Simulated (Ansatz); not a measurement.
An Ansatz (a quantum-chemistry and plane-wave program) input (r2SCAN, PAW, 500 eV (Ansatz; no spin-orbit coupling)):

Ansatz 0.2 input:
```yaml
crystal:
  lattice:
    - [1.8190685832, -7.3274138052, 0]
    - [1.8190685832, 7.3274138052, 0]
    - [0, 0, 3.6165579692]
  atoms:
    - { symbol: Si, position: [0.9482741844, 0.0517258156, 0.75] }
    - { symbol: Si, position: [0.0517258156, 0.9482741844, 0.25] }
    - { symbol: Si, position: [0.2498064314, 0.7501935686, 0.75] }
    - { symbol: Si, position: [0.7501935686, 0.2498064314, 0.25] }
    - { symbol: Zr, position: [0.6058387232, 0.3941612768, 0.75] }
    - { symbol: Zr, position: [0.3941612768, 0.6058387232, 0.25] }
basis: { ecutwfc: 500, ecutrho_ratio: 4, xc_grid: 4, fft_grid_basis: typed }
kpoints: { mp_grid: { grid: [13, 13, 13] } }
hamiltonian:
  xc: r2scan
  dispersion: none
  pseudopotentials: { kind: paw }
scf: { occupations: { method: fermi_dirac, width: 0.05 }, convergence: { dr2_threshold: 0.0000000006 } }
relax: { f_tol: 0.005, max_steps: 50 }
output: { forces: true, stress: true }
checkpoint: { write: state.ck, write_every: 1000 }
```

Task: Which symmetry and how many k-points will the program report, and about how many plane waves at Γ?

Result: Space group Cmcm (ITA 63) with 8 operations, k-points 343 of 2197, and 2449 plane waves at Γ.

Task: And the final pressure?

Result: 5.99 GPa (compression positive).

The cells carry an imposed strain or load. No phonon test of stability was made. All final runs are without spin polarisation. The cell was made from ZrSi₂ (space group Cmcm, No. 63) by this change: isotropic strain −1.37 %.
